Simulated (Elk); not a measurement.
Elk run on Mg2Ge (Fm-3m, 3 atoms in the cell): self-consistent single point.

Method of the run: PBEsol, spin-orbit coupling in second variation, all-electron FP-LAPW, Elk's shipped species files, APW+lo basis with extra local orbitals in Elk.

```xyz
3
Lattice="0.0000 3.1604 3.1604 3.1604 0.0000 3.1604 3.1604 3.1604 0.0000" Properties=species:S:1:pos:R:3 pbc="T T T"
Mg     4.7406     4.7406     4.7406
Mg     1.5802     1.5802     1.5802
Ge     0.0000     0.0000     0.0000
```

Reference input (self-consistent single point, DFT, PBEsol, all-electron FP-LAPW, Elk's shipped species files, APW+lo basis with extra local orbitals): xctype = 22; rgkmax = 7.5; stype = 1; swidth = 0.00499791 Ha; ngridk = 7 7 7; vkloff = 0.5 0.5 0.5; gmaxvr = 14 1/bohr; nxlo = 2; lorbcnd = true; lmaxi = 3; maxscl = 100. This run's input differs from it in these lines:

```diff
@@ -5,2 +5,5 @@
   22
+
+spinorb
+  .true.
 
@@ -20,2 +23,5 @@
   3
+
+nempty
+  10
```

Log, with long lists cut:

```
│ Self-consistent loop started │
│ Loop number : 1 │
 total energy                :     -2502.08866118
 total moment                :  -0.7918606181E-20  0.2175505073E-19  0.7131269801E-22
│ Loop number : 2 │
 total energy                :     -2502.01153869
 total moment                :   0.2016254864E-20  0.1720590816E-20 -0.4896211453E-20
RMS change in Kohn-Sham potential (target) :   0.4386795304     (  0.1000000000E-05)
Absolute change in total energy (target)   :   0.7712248964E-01 (  0.1000000000E-03)
│ Loop number : 3 │
 total energy                :     -2500.60912928
   [... lines left out ...]
 total energy                :     -2497.49228538
 total moment                :   0.6002820365E-20  0.1722489538E-19  0.2212811793E-20
RMS change in Kohn-Sham potential (target) :   0.4775131992E-06 (  0.1000000000E-05)
Absolute change in total energy (target)   :   0.3770795788E-03 (  0.1000000000E-03)
│ Loop number : 13 │
 total energy                :     -2497.49229848
 total moment                :   0.3947397673E-20 -0.1548508507E-19  0.5636858427E-20
RMS change in Kohn-Sham potential (target) :   0.1367022336E-06 (  0.1000000000E-05)
Absolute change in total energy (target)   :   0.8117350853E-04 (  0.1000000000E-03)
Convergence targets achieved

│ Loop number : 14 │

Energies :
 Fermi                       :     0.165400388373
 xc effective B-field        :    -0.246314806157E-11
 external B-field            :      0.00000000000
 total energy                :     -2497.49230121
 (external B-field energy excluded from total)

Density of states at Fermi energy :    1.691995553
 (states/Hartree/unit cell)

Estimated indirect band gap :   0.7676437222E-02
 from k-point      1 to k-point     19
Estimated direct band gap   :   0.5583308577E-01
 at k-point      1

Charges :
 core                        :    22.00000000
 valence                     :    34.00000000
 interstitial                :    4.323559969
 muffin-tins (core leakage)
  species :    1 (Mg)
   atom    1                 :    10.49507668     (   0.000000000    )
   [... lines left out ...]
   atom    2                 :   0.6703877817E-20 -0.2433638544E-21  0.6945861727E-21
  species :    2 (Ge)
   atom    1                 :  -0.1700218400E-23  0.1603072591E-23  0.3970012746E-24
 total in muffin-tins        :   0.1340605542E-19 -0.4851246362E-21  0.1389569347E-20
 total moment                :   0.1341120039E-19 -0.4911949039E-21  0.1388368922E-20

│ Self-consistent loop stopped │
```

The run converged in 14 iterations. The count includes the last loop, which Elk runs after its targets are met. 

The starting cell comes from a database of computed structures (which also holds hypothetical and non-ambient phases and stackings), without a prior relaxation at this level. Its lattice was rescaled by a random factor within 2.5 % of one. Values depend on the basis (sphere radii, cutoffs, local orbitals), which need not be converged. The log's line on a gap gives a spacing of levels on this mesh, which the program prints for metals too.

Cost on one core of a shared machine: roughly 80 s.
